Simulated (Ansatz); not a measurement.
ZnSe under load (space group F-43m), r2SCAN with spin-orbit coupling, rigid bands (Ansatz, a program for electronic structure). Condition of this run: hydrostatic pressure of 1.6 GPa (compression positive) (the target of the relaxation). Band gap 1.92 eV, N_c = 1.25e18 cm⁻³ and N_v = 2.58e19 cm⁻³ at 300 K, conductivity masses of 0.139 mₑ (electrons) and 0.647 mₑ (holes). Take k_BT = 0.02585 eV.

**Question.** What thermal injection velocity √(2k_BT/πm) limits a ballistic channel?

**Answer.** 1.44e7 cm/s for electrons and 6.69e6 cm/s for holes, a ratio of √(m_h/m_e) = 2.16, for dilute carriers.

**Question.** Find the intrinsic carrier density and the intrinsic Fermi level.

**Answer.** n_i = √(N_c N_v) exp(−E_g/2k_BT) = 5.68e18 × exp(−37.13) = 4.2e2 cm⁻³. The level lies (k_BT/2) ln(N_v/N_c) = 39 meV from mid-gap (positive towards the conduction band). Each 0.1 eV added to the gap lowers n_i by a factor of 6.9.

Rigid bands with the computed gap; masses take one relaxation time for all states. Geometry: cell and atoms relaxed with PBEsol.
